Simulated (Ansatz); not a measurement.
Reference: GaP (F-43m), HSE06, rigid bands (plane waves, PAW, scalar-relativistic; Ansatz, a program for electronic structure); geometry: cell and atoms relaxed with PBEsol.

GaP has the cubic space group F-43m (No. 216), the zinc blende structure, Pearson symbol cF8. Lattice parameters: a = b = c = 5.4389 Å, α = β = γ = 90.00°. Ga on 4a has 4 P at 2.355 Å (tetrahedral). P on 4d has 4 Ga at 2.355 Å (tetrahedral). (Neighbours: up to the widest gap in distance over summed covalent radii, below 1.35, at either atom; cation-cation and far metal-metal contacts left out.)
(The calculation used a cell of 2 atoms; values per cell refer to that cell.)

The band gap comes out as 2.25 eV. The electron conductivity mass is 0.34 mₑ and the Seebeck coefficient, n-type 1e19 cm⁻³ comes out as -329 μV/K.

Problem. Swap Ga for B, keeping the structure type. How do these values move?

Solution. BP (F-43m): volume per atom 20.1 to 11.5 Å³; band gap falls (2.25 eV to 1.95 eV); electron conductivity mass falls (0.34 mₑ to 0.32 mₑ); Seebeck coefficient, n-type 1e19 cm⁻³ stays about the same (-329 μV/K to -331 μV/K).

Problem. Swap Ga for In, keeping the structure type. How do these values move?

Solution. InP (F-43m): volume per atom 20.1 to 25.4 Å³; band gap falls (2.25 eV to 1.44 eV); electron conductivity mass falls (0.34 mₑ to 0.095 mₑ); Seebeck coefficient, n-type 1e19 cm⁻³ falls in size (-329 μV/K to -61 μV/K).

Problem. Replace P by As on the same sites and relax. What happens?

Solution. GaAs (F-43m): volume per atom 20.1 to 22.7 Å³; band gap falls (2.25 eV to 1.40 eV); electron conductivity mass falls (0.34 mₑ to 0.070 mₑ); Seebeck coefficient, n-type 1e19 cm⁻³ falls in size (-329 μV/K to -50 μV/K).

Moves up to 5 % count as about the same. Masses are for dilute carriers at 300 K, harmonic means over directions unless an axis is named. Seebeck coefficients are for the stated density at 300 K, with one relaxation time for all states and whether or not that doping can be reached. Spin-orbit coupling is left out.
